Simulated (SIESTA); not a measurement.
Band structure of InPd (Pm-3m, 2 atoms in the cell).

```xyz
2
Lattice="3.2981 0.0000 0.0000 0.0000 3.2981 0.0000 0.0000 0.0000 3.2981" Properties=species:S:1:pos:R:3 pbc="T T T"
In     0.0000     0.0000     0.0000
Pd     1.6490     1.6490     1.6490
```

Method: SIESTA with GGA PBE, numerical atomic orbitals DZP, PseudoDojo PBE standard norm-conserving potentials (rewritten from UPF to PSML).

Settings: XC.functional = GGA; XC.authors = PBE; potentials = PseudoDojo PBE standard; PAO.BasisSize = DZP; PAO.EnergyShift = 0.005 Ry; MeshCutoff = 300 Ry; kgrid.MonkhorstPack = 13 13 13; OccupationFunction = MP; OccupationMPOrder = 0; ElectronicTemperature = 200 meV; MaxSCFIterations = 150; SCF.Mixer.Method = Broyden; SCF.Mixer.Weight = 0.2; SCF.Mixer.History = 6.

The starting cell comes from a database of computed structures (which also holds hypothetical and non-ambient phases and stackings), without a prior relaxation at this level. Its lattice was rescaled by a random factor within 2.5 % of one. Spin polarisation is off. Values carry the incompleteness of an atom-centred basis.

Levels in eV from the Fermi level, bands 12 to 17:
```csv
point,12,13,14,15,16,17
Γ,-3.79,-2.35,-2.35,-2.35,4.34,4.34
X,-3.75,-3.26,-3.26,-2.40,-1.20,9.32
M,-2.73,-2.73,-2.22,-2.22,-1.79,1.20
R,-4.80,-1.75,-1.75,-0.06,3.81,3.81
```

Bands cross the Fermi level along this path, so the cell is metallic at this level.

Higher empty bands are left out: an atom-centred basis made for the valence describes them poorly.
